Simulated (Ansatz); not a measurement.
# What biaxial strain −4.98 %, plane normal [001], relaxed out of plane does to CsHS

Take CsHS (space group I4/m, No. 87; a = 8.402 Å, c = 9.300 Å; a cell from a computed database, its experimental status unchecked) as the base. Axes: x, y, z lie along a, b, c of the conventional cell.

One thing is altered: compressive biaxial strain of 4.98 % in the plane normal to [001], as in epitaxy on a mismatched substrate; the out-of-plane cell vector and the atoms relax.

Computed with PBE in Ansatz (plane waves to 420 eV, PAW, spin-orbit coupling left out). Settings: 5×5×5 k-points, 0.05 eV Fermi–Dirac smearing.

| quantity | base | changed | shift |
|---|---|---|---|
| volume per atom | 27.35 Å³ | 25.24 Å³ | -2.117 Å³ |
| shortest interatomic distance | 1.365 Å | 1.370 Å | +0.005 Å |
| energy relative to the base (free energy F) | 0 meV/atom | +13 meV/atom | +13 meV/atom |
| pressure (mean of the normal stresses, compression positive) | 0.00 GPa | 1.13 GPa | +1.122 GPa |
| band gap | 3.44 eV | 3.58 eV | +0.135 eV |
| gap character | direct at Γ | direct at Γ | – |
| width of the top valence band | 0.41 eV | 0.39 eV | -0.02 eV |
| electron mass | – | 1.9 mₑ out of plane, 0.45 mₑ in plane (at Γ) | – |
| hole mass | 0.63 mₑ along c, 2.5 mₑ across (at Γ) | 2.2 mₑ out of plane, 1.0 mₑ in plane (at Γ) | – |
| valence-band top at Γ (three highest levels, from the VBM) | 0.00, -0.10, -0.17 eV | 0.00, -0.02, -0.03 eV | – |
| out-of-plane strain | – | +2.19 % | – |
| ratio −ε⊥/ε∥ | – | 0.44 | – |

Cost of the whole job for the changed cell (relaxation, final SCF and bands): about 2.8 core-minutes (a rough figure).

Masses are band curvatures over ±0.01 Å⁻¹ around the edge. Stability against distortions was not tested.

Ansatz is a quantum-chemistry and plane-wave program.
